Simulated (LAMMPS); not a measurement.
LAMMPS 22 Jul 2025, classical MD, Stillinger-Weber (Si.sw): Si, 32768 atoms.

```json
{
 "task": "MD, nve",
 "potential": "Stillinger-Weber, Si.sw",
 "copies_of_the_repeat_unit": "16×16×16",
 "shape (slab and sphere leave vacuum in the box)": "slab",
 "temperature": "800 K",
 "steps": "2000",
 "timestep": "1 fs",
 "neighbor_skin": "2 Å",
 "neigh_modify": "every 1 delay 0 check yes",
 "thermo": "100",
 "processors": "1 1 64",
 "newton": "on (default)",
 "atom_modify sort (bins of 2 Å where set)": "1000 (default)",
 "comm_style": "brick (default)",
 "box": "86.9 × 86.9 × 260.7 Å, the slab in its lowest third along z, the rest vacuum",
 "start": "generated diamond lattice, warmed in an untimed run",
 "compared_values": "energy and forces of the first step, drift over the run"
}
```

It runs on a single node (AMD EPYC (Zen 5), 96 cores on 1 socket, no SMT, 12 L3 cache groups).

Run on 64 ranks, it takes 3.6 s from launch to exit:

```bash
# ahead of the timed run: OMP_NUM_THREADS=1 mpirun -np 48 lmp -in in.warm -log none -nocite
OMP_NUM_THREADS=1 mpirun -np 64 lmp -in in.lmp -log log.lammps -nocite
```

From its output:

```
  using 1 OpenMP thread(s) per MPI task
  1 by 1 by 64 MPI processor grid
  32768 atoms
  master list distance cutoff = 5.77118
  ghost atom cutoff = 5.77118
Per MPI rank memory allocation (min/avg/max) = 2.995 | 3.159 | 3.459 Mbytes
99.4% CPU use with 64 MPI tasks x 1 OpenMP threads
...
Loop time of 2.94304 on 64 procs for 2000 steps with 32768 atoms

Performance: 58.715 ns/day, 0.409 hours/ns, 679.569 timesteps/s, 22.268 Matom-step/s
99.4% CPU use with 64 MPI tasks x 1 OpenMP threads

MPI task timing breakdown:
Section |  min time  |  avg time  |  max time  |%varavg| %total
---------------------------------------------------------------
Pair    | 7.025e-05  | 0.83582    | 2.7031     | 128.2 | 28.40
Neigh   | 8.546e-05  | 0.016314   | 0.054531   |  17.8 |  0.55
Comm    | 0.00030014 | 0.25728    | 2.8675     | 124.7 |  8.74
Output  | 0.00048041 | 0.019805   | 0.031765   |  10.6 |  0.67
Modify  | 0.0001565  | 0.0045259  | 0.013744   |   9.0 |  0.15
Other   |            | 1.809      |            |       | 61.48

Nlocal:            512 ave        1644 max           0 min
Histogram: 41 2 0 0 0 0 0 0 0 21
Nghost:        2148.97 ave        6499 max           0 min
Histogram: 39 0 2 0 2 2 0 0 2 17
Neighs:              0 ave           0 max           0 min
Histogram: 64 0 0 0 0 0 0 0 0 0
FullNghs:      17785.3 ave       55311 max           0 min
Histogram: 42 1 0 0 0 0 0 0 2 19

Total # of neighbors = 1138258
Ave neighs/atom = 34.736877
Neighbor list builds = 30
Dangerous builds = 0
```

Each time is the median wall time of two to five repeats, run one at a time on the otherwise empty machine; start-up is included. Unless noted, each process is bound to its own block of adjacent cores. Build: conda-forge: Open MPI, OPENMP and OPT packages, FFTW. Other compilers and libraries give other times. Scratch files lie in a memory file system. A preparatory run goes ahead and isn't timed.

Task: What holds this run back, and which change relieves it on the same cores with the result kept within 1.0 meV/atom in energy, 10 meV/Å in forces on 48 atoms, 0.20 meV an atom in drift of the total energy?

Result: The largest part is other (Other), 50 % of the time. One change that relieves it (others may too): going from processors = 1 1 64 to processors = * * 1, one of the fastest of the measured ones that keep the result: 3.6 s to 1.7 s (2.1× as fast). The largest move is in other (Other): 1.8 s to 0.032 s. The slowest rank's pair time is 3.23 times the mean in the first run and 1.01 times in the second; the others wait. As resolved by the program: grid of ranks 1 by 1 by 64 against 8 by 8 by 1. These two results differ by: energy equal as printed, forces on 48 atoms equal as printed, drift of the total energy equal as printed. Others tried: processors = 8 8 1 (1.7 s); processors = 64 1 1 (1.9 s); processors = 4 4 4 (3.5 s); processors = * * * (default) (3.5 s). Launch, exit and the like take 0.68 s of the 1.7 s.
